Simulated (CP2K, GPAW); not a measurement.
A CP2K input for a self-consistent single point of Bi (R-3m, 2 atoms in the cell) (DFT PBEsol, GPW, TZVP-MOLOPT-SR-GTH basis, GTH-PBE potentials (GTH_POTENTIALS)):

```
&GLOBAL
  PROJECT scf
  RUN_TYPE ENERGY_FORCE
  PRINT_LEVEL LOW
&END GLOBAL
&FORCE_EVAL
  METHOD Quickstep
  STRESS_TENSOR ANALYTICAL
  &DFT
    BASIS_SET_FILE_NAME BASIS_MOLOPT_UCL
    POTENTIAL_FILE_NAME GTH_POTENTIALS
    &QS
      METHOD GPW
      EPS_DEFAULT 1E-10
    &END QS
    &MGRID
      CUTOFF 400
      REL_CUTOFF 60
      NGRIDS 4
    &END MGRID
    &SCF
      SCF_GUESS ATOMIC
      EPS_SCF 1E-6
      MAX_SCF 100
      ADDED_MOS 4
      &DIAGONALIZATION
        ALGORITHM STANDARD
      &END DIAGONALIZATION
      &MIXING
        METHOD BROYDEN_MIXING
        ALPHA 0.2
        NBUFFER 12
      &END MIXING
      &SMEAR ON
        METHOD GAUSSIAN
        SIGMA [eV] 0.272
      &END SMEAR
    &END SCF
    &KPOINTS
      SCHEME MONKHORST-PACK 9 9 9
    &END KPOINTS
    &XC
      &XC_FUNCTIONAL
        &PBE
          PARAMETRIZATION PBESOL
        &END PBE
      &END XC_FUNCTIONAL
    &END XC
    &PRINT
      &MO
        EIGENVALUES T
        OCCUPATION_NUMBERS T
        NDIGITS 8
        FILENAME mo
        &EACH
          QS_SCF 0
        &END EACH
        ADD_LAST NUMERIC
      &END MO
      &MULLIKEN OFF
      &END MULLIKEN
    &END PRINT
  &END DFT
  &SUBSYS
    &CELL
      A 4.81631800 0.00000000 0.00000000
      B 2.60346300 4.05202300 0.00000000
      C 2.60346300 1.42177900 3.79439600
      PERIODIC XYZ
    &END CELL
    &COORD
      Bi       2.34543910     1.28086967     0.88788866
      Bi       7.67780490     4.19293233     2.90650734
    &END COORD
    &KIND Bi
      BASIS_SET TZVP-MOLOPT-SR-GTH-q5
      POTENTIAL GTH-PBE-q5
    &END KIND
  &END SUBSYS
  &PRINT
    &FORCES ON
    &END FORCES
    &STRESS_TENSOR ON
    &END STRESS_TENSOR
  &END PRINT
&END FORCE_EVAL
```

Question: Translate this input to GPAW.

Answer: One input that does it (others would too):

```python
from ase import Atoms
from ase.units import GPa
from gpaw import GPAW, PW

atoms = Atoms(['Bi', 'Bi'],
              cell=[[4.227057, -2.308442, 0.000000],
                    [4.227057, 2.308442, 0.000000],
                    [2.966391, 0.000000, 3.794396]],
              scaled_positions=[[0.234000, 0.234000, 0.234000],
                                [0.766000, 0.766000, 0.766000]],
              pbc=True)

calc = GPAW(mode=PW(600),
            xc='PBEsol',
            kpts=(9, 9, 9),
            occupations={'name': 'methfessel-paxton', 'width': 0.272, 'order': 0},
            nbands=-10,
            convergence={'density': 1e-05, 'energy': 1e-05},
            symmetry={'symmorphic': False, 'tolerance': 0.0005},
            maxiter=100)

atoms.calc = calc

energy = atoms.get_potential_energy()
print('Energy (eV):', round(energy, 6))
forces = atoms.get_forces()
print('Forces (eV/Ang):')
print(forces.round(5))
stress = atoms.get_stress()
print('Stress (GPa, Voigt):', (stress / GPa).round(4))
```

Basis settings and potentials, where a program has them, do not carry over. This input uses DFT PBEsol, plane waves, GPAW PAW datasets PBEsol (made by gpaw-setup).

The starting cell has typed, rounded lattice constants, without a prior relaxation at this level. Its lattice was rescaled by a random factor within 2.5 % of one.
